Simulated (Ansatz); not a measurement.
## What isotropic strain +1.50 % does to TiB2

Base system: TiB₂ (space group P6/mmm, No. 191; a = 3.0174 Å, c = 3.1851 Å).

Modification: an isotropic linear strain of +1.50 %; the atoms relax in the strained cell.

Method: PBEsol in Ansatz (plane waves to 420 eV, PAW, no spin-orbit coupling). Settings: 13×13×10 k-points, 0.05 eV Fermi–Dirac smearing.

| quantity | base | changed | shift |
|---|---|---|---|
| volume per atom | 8.37 Å³ | 8.75 Å³ | +0.38 Å³ |
| space group | P6/mmm (No. 191) | P6/mmm (No. 191) | – |
| shortest interatomic distance | 1.742 Å | 1.768 Å | +0.026 Å |
| energy relative to the base (free energy F) | 0 meV/atom | +14 meV/atom | +14 meV/atom |
| band gap | zero | zero | – |

Final structure:

```
CELL_PARAMETERS angstrom
      3.06264     0.00000     0.00000
     -1.53132     2.65233     0.00000
      0.00000     0.00000     3.23285
ATOMIC_POSITIONS crystal
  Ti 0.00000 0.00000 0.00000
  B  0.66667 0.33333 0.50000
  B  0.33333 0.66667 0.50000
```

A case with no gap was solved on a k-mesh chosen for an insulator, which is coarse for it. No phonon test of stability was made. All final runs are without spin polarisation.

Ansatz is a first-principles code.
